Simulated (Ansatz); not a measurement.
Given:

```
CELL_PARAMETERS angstrom
     -2.59734     2.56072     5.81064
      2.59734    -2.56072     5.81064
      2.59734     2.56072    -5.81064
ATOMIC_POSITIONS crystal
  Bi 0.75269 0.25269 0.50000
  Bi 0.99731 0.99731 0.00000
  V  0.25138 0.75138 0.50000
  V  0.49862 0.49862 0.00000
  O  0.07864 0.96999 0.38873
  O  0.58127 0.68991 0.61127
  O  0.71377 0.82223 0.38177
  O  0.44046 0.33199 0.61823
  O  0.67136 0.28001 0.11127
  O  0.16873 0.56009 0.88873
  O  0.03623 0.42777 0.11823
  O  0.30954 0.91801 0.88177
```

No spin polarisation.

All numbers come from r2SCAN (Ansatz, a first-principles code), no SOC. k-mesh 7×7×7 (Γ-centred); smearing 0.05 eV (Fermi–Dirac).

Problem. What stress (xx, yy, zz, yz, xz, xy; compression positive) does the calculation give?

Solution. (-2.61, -1.81, -1.23, 0.00, 0.00, 0.29) GPa.

Problem. Estimate the space group.

Solution. C2/c (No. 15).

The cells carry an imposed strain or load. Whether these cells are dynamically stable was not tested. All final runs are without spin polarisation. The cell was made from VBiO4 (space group I4_1/a, No. 88) by this change: uniaxial strain ε_xx = +1.43 %.
